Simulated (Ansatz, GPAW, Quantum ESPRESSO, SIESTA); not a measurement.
## Code comparison for InBi (P4/nmm, 4 atoms in the cell)

Self-consistent single point.

```
CELL_PARAMETERS angstrom
      4.84796     0.00000     0.00000
      0.00000     4.84796     0.00000
      0.00000     0.00000     5.15543
ATOMIC_POSITIONS crystal
  In 0.50000 0.50000 0.00000
  In 0.00000 0.00000 0.00000
  Bi 0.50000 0.00000 0.36001
  Bi 0.00000 0.50000 0.63999
```

Shared settings, as Ansatz (a quantum-chemistry and plane-wave program) writes them: kpoints.mp_grid.grid = 7 7 6; scf.occupations.method = gaussian; scf.occupations.width = 0.272 eV. Potentials and cutoffs stand in the table.

```json
[
 {"code": "SIESTA", "model": "GGA PBEsol, numerical atomic orbitals DZP, PseudoDojo PBEsol standard norm-conserving potentials (rewritten from UPF to PSML)", "pressure (GPa)": "1.48", "largest force (eV/Å)": "0.761", "cutoff": "grid 300 Ry"},
 {"code": "GPAW", "model": "PBEsol, GPAW PAW datasets PBEsol (made by gpaw-setup)", "pressure (GPa)": "-0.04", "largest force (eV/Å)": "0.343", "cutoff": "600 eV"},
 {"code": "Quantum ESPRESSO", "model": "PBEsol, PseudoDojo standard norm-conserving (PBESOL) pseudopotentials", "pressure (GPa)": "0.17", "largest force (eV/Å)": "0.401", "cutoff": "70 Ry"},
 {"code": "Ansatz", "model": "PBEsol, PAW files made with PBE", "pressure (GPa)": "0.16", "largest force (eV/Å)": "0.389", "cutoff": "default"}
]
```

On Ansatz's run: spin-orbit coupling is off.

The spread over the programs that give each value: pressure within 1.52 GPa; largest force within 0.418 eV/Å.

SIESTA uses small atom-centred bases, whose incompleteness enters pressures, forces and empty levels differently from a plane-wave cutoff. Ansatz's pressure is given at a fixed set of plane waves, as the other plane-wave codes print theirs. In the pressure, SIESTA (by 1.33) lies more than 1 GPa from the median of the plane-wave programs. In the force vectors, SIESTA (by 0.372) lies more than 0.08 eV/Å from the median of the plane-wave programs.

On the base mesh (5 5 5) the same programs gave: Ansatz pressure 0.22 GPa; Quantum ESPRESSO pressure 0.23 GPa; GPAW pressure 0.00 GPa; SIESTA pressure 1.56 GPa.

The starting cell comes from a database of computed structures (which also holds hypothetical and non-ambient phases and stackings), without a prior relaxation at this level. Its lattice was rescaled by a random factor within 2.5 % of one.

Left out of this page: Elk (not drawn, or without a comparable value).

Keys are those of Ansatz 0.2.
